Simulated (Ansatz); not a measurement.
Base system: CsSnI$_{3}$ in the cubic perovskite structure (space group Pm-3m, No. 221).

```
CsSnI3
1.0
    6.22355     0.00000     0.00000
    0.00000     6.22355     0.00000
    0.00000     0.00000     6.22355
Cs Sn I
1 1 3
Direct
  0.00000   0.00000   0.00000
  0.50000   0.50000   0.50000
  0.00000   0.50000   0.50000
  0.50000   0.50000   0.00000
  0.50000   0.00000   0.50000
```

Method: plane-wave PAW DFT at the r2SCAN level (Ansatz, a quantum-chemistry and plane-wave program, 500 eV), spin-orbit coupling left out.

Base values:

| Item | Result |
|---|---|
| Gap character | direct at R |
| Gap between the host's bands | 0.46 eV |

One thing is altered: electron doping at 3.0×10^21 cm⁻³ (0.723 per cell), with a uniform compensating background at fixed cell and a 300 K Fermi–Dirac width.

### Question
Predict the new gap character, Fermi level from band edge and gap between the host's bands.

### Answer
The gap character is still direct at R; the Fermi level relative to the doped band's edge (positive inside the band; to 0.05 eV) comes out as +0.70 eV; the gap between the host's bands goes up by 0.05 eV, from 0.46 eV to 0.51 eV.

Carriers are added with a uniform compensating background; total energy and stress of such cells depend on the potential's zero and are not compared; many-body gap narrowing is missing at this level. With I present, leaving out spin-orbit coupling can change the band edges. Whether these cells are dynamically stable was not tested. Many cubic perovskites are stable only at high temperature; tilts and polar distortions were not tested.
